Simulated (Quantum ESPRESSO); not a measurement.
A self-consistent single point of Au (Fm-3m, 1 atom in the cell) with Quantum ESPRESSO.

Method: PBE, GBRV 1.5 ultrasoft (PBE) pseudopotentials (plane waves; Quantum ESPRESSO 7.5).

```
CELL_PARAMETERS angstrom
     -2.11693     0.00000     2.11693
      0.00000     2.11693     2.11693
     -2.11693     2.11693     0.00000
ATOMIC_POSITIONS crystal
  Au 0.00000 0.00000 0.00000
```

Reference input (self-consistent single point, DFT, PBE, plane waves, GBRV 1.5 ultrasoft (PBE) pseudopotentials): ecutwfc = 40 Ry; ecutrho = 320 Ry; occupations = smearing; smearing = gaussian; degauss = 0.0073499 Ry; potentials = {Au: au_pbe_v1.uspp.F.UPF}; K_POINTS = automatic 18 18 18 0 0 0; conv_thr = 1e-11 Ry; mixing_beta = 0.7. This run's input differs from it in these lines:

```diff
@@ -18,3 +18,3 @@
   smearing = 'gaussian'
-  degauss = 0.0073499
+  degauss = 0.02205
 /
@@ -29,3 +29,3 @@
 K_POINTS {automatic}
-18 18 18  0 0 0
+21 21 21  0 0 0
```

Log, with long lists cut:

```
     Self-consistent Calculation

     iteration #  1     ecut=    40.00 Ry     beta= 0.70

---- Real-time Memory Report at c_bands before calling an iterative solver
           117 MiB given to the printing process from OS
            42 MiB allocation reported by mallinfo(arena+hblkhd)
------------------

     Threshold (ethr) on eigenvalues was too large:
     Diagonalizing with lowered threshold

---- Real-time Memory Report at c_bands before calling an iterative solver
           145 MiB given to the printing process from OS
            48 MiB allocation reported by mallinfo(arena+hblkhd)
------------------

   [... lines left out ...]

---- Real-time Memory Report at c_bands before calling an iterative solver
           147 MiB given to the printing process from OS
            50 MiB allocation reported by mallinfo(arena+hblkhd)
------------------

     total energy              =    -114.98701557 Ry
     estimated scf accuracy    <          6.3E-11 Ry

     iteration #  9     ecut=    40.00 Ry     beta= 0.70

---- Real-time Memory Report at c_bands before calling an iterative solver
           147 MiB given to the printing process from OS
            50 MiB allocation reported by mallinfo(arena+hblkhd)
------------------
     End of self-consistent calculation

     the Fermi energy is    13.3293 ev

!    total energy              =    -114.98701557 Ry
     estimated scf accuracy    <          2.1E-13 Ry
     smearing contrib. (-TS)   =      -0.00108864 Ry
     internal energy E=F+TS    =    -114.98592693 Ry

     convergence has been achieved in   9 iterations

     Forces acting on atoms (cartesian axes, Ry/au):

     atom    1 type  1   force =     0.00000000    0.00000000    0.00000000

     Total force =     0.000000     Total SCF correction =     0.000000

          total   stress  (Ry/bohr**3)                   (kbar)     P=      -67.19
  -0.00045677   0.00000000   0.00000000          -67.19        0.00        0.00
   0.00000000  -0.00045677  -0.00000000            0.00      -67.19       -0.00
   0.00000000  -0.00000000  -0.00045677            0.00       -0.00      -67.19

   JOB DONE.
```

The run converged in 9 iterations. Against the reference run the free energy drops by 4.7 meV/atom and the pressure goes from -6.83 to -6.72 GPa.

The starting cell comes from a database of computed structures (which also holds hypothetical and non-ambient phases and stackings), without a prior relaxation at this level. Its lattice was rescaled by a random factor within 2.5 % of one. With a pressure of about -7 GPa the cell is away from its equilibrium volume at this level.

Cost on one core of a shared machine: roughly 40 s.
